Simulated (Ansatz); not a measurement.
# What Zn on a S site (antisite), symmetric start does to ZnS

Start from an 8-atom supercell of ZnS in the zinc blende structure (space group F-43m, No. 216; a = 5.357 Å) at its relaxed geometry.

Now apply this change: a neutral Zn on a S site (antisite), symmetric start, atoms relaxed at fixed cell.

Level of theory: PBEsol (Ansatz, a program for electronic structure; PAW; 420 eV plane waves; without spin-orbit coupling), earlier PAW set. Settings: 5×5×5 k-points, 0.01 eV Fermi–Dirac smearing.

The pressure goes from zero to 3.1 GPa and the energy gained by relaxation is 0.12 eV. The largest displacement of a host atom from its site in the perfect cell is 0.07 Å.

Final structure:

```
CELL_PARAMETERS angstrom
     -5.35692     0.00000     0.00000
      0.00000     0.00000     5.35692
      0.00000     5.35692     0.00000
ATOMIC_POSITIONS crystal
  Zn 0.25000 0.75000 0.75000
  S  0.75000 0.75000 0.25000
  S  0.75000 0.25000 0.75000
  S  0.25000 0.25000 0.25000
  Zn 0.99192 0.00808 0.00808
  Zn 0.50808 0.00808 0.49192
  Zn 0.50808 0.49192 0.00808
  Zn 0.99192 0.49192 0.49192
```

Other magnetic orders, which the real material may have, were not ruled out. The cell is small, so the values are those of an ordered compound at a high defect concentration; dilute-limit values will differ. A case with no gap was solved on a k-mesh chosen for an insulator, which is coarse for it. The defect started on the symmetric site and kept its symmetry, so it may sit on a saddle. Starting moments died away, wholly or in part, for Zn on a S site (antisite); another magnetic solution may exist. The defect cell is spin-polarised and ends with 0.2 μB, a fractional moment that hangs on the mesh and smearing.
